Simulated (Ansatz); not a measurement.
## Effect of biaxial strain +1.00 %, plane normal [001], relaxed out of plane on HfN

The reference is HfN in the rock salt structure (space group Fm-3m, No. 225; a = 4.5257 Å; relaxed with 0.1 eV smearing). Axes: x, y, z lie along the cube axes.

It is then changed as follows: tensile biaxial strain of 1.00 % in the plane normal to [001], as in epitaxy on a mismatched substrate; the out-of-plane cell vector and the atoms relax.

The values are results of r2SCAN (Ansatz, a program for electronic structure, PAW, without spin-orbit coupling), not measurements. k-mesh 22×22×22 (Γ-centred); smearing 0.1 eV (Fermi–Dirac).

The volume per atom rises by 0.188 Å³, from 11.59 Å³ to 11.77 Å³ and the space group changes from Fm-3m (No. 225) to I4/mmm (No. 139). The shortest interatomic distance drops by 0.009 Å, from 2.263 Å to 2.254 Å and the energy goes up by 4.7 meV/atom. The band gap is still zero and the out-of-plane strain is -0.38 %. The ratio −ε⊥/ε∥ is 0.38.

Cost of the whole job for the changed cell (relaxation, final SCF and bands): around 2.3 core-minutes (rough).

No phonon test of stability was made. All final runs are without spin polarisation. An odd electron count without spin: HfN.
